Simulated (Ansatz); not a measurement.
How far PBE and r2SCAN part for Ti3Al, pressure 60 GPa

Start from Ti3Al (space group P6_3/mmc, No. 194; a = 5.7553 Å, c = 4.6546 Å).

(Cell as relaxed with PBE.)

Levels (all Ansatz, a program for electronic structure, PAW, earlier PAW set): PBE (420 eV, scalar-relativistic without spin-orbit coupling); r2SCAN (500 eV, no spin-orbit coupling).

Each level relaxes its own structure.

```csv
base,PBE,r2SCAN
volume per atom,16.69 Å³,16.56 Å³
lattice parameter a,5.755 Å,5.747 Å
band gap,zero,zero
```

Now apply this change: cell and atoms relaxed at a pressure of 60 GPa.

```tsv
quantity	PBE	r2SCAN
lattice parameter a	5.179 Å	(withheld)
c/a ratio	0.819	(withheld)
band gap	zero	(withheld)
```

Task: Predict the r2SCAN column.

Result: 
- lattice parameter a, r2SCAN: 5.184 Å
- c/a ratio, r2SCAN: 0.817
- band gap, r2SCAN: zero

PBE's lattice parameter a lies 0.005 Å below r2SCAN's (0.1 %); PBE's c/a ratio lies 0.002 above r2SCAN's; the two agree on the band gap. Neither level is exact; r2SCAN is the comparison here, not a measurement.

Load acts through the strain it causes; cell and atoms are relaxed under it. Stability against distortions was not tested. No other phases were tried under pressure. All final runs are without spin polarisation.
